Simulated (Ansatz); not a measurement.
Relaxation of the outer planes of the (11-21) surface of hcp Tl in its 1x1 cell, outermost plane spacing 0.85 Å in the ideal cut.

The numbers are results of PBE (plane waves to 420 eV, PAW; Ansatz, a quantum-chemistry and plane-wave program), not measurements.

Slab: 13 atoms, 10.2 Å thick at the start (thin: gaps and levels are the slab's own); k 7x7x1, smearing 0.1 eV, dipole-corrected; all atoms relaxed; symmetry of the start imposed; no spin, no spin-orbit, no U.

```
plane  atoms  bulk spacing to the next (Å)  relaxed spacing (Å)  change (%)  rumpling (Å)
-----  -----  ----------------------------  -------------------  ----------  ------------
1         Tl                         0.853                0.652       -23.6          0.00
2         Tl                         0.853                0.702       -17.7          0.00
```
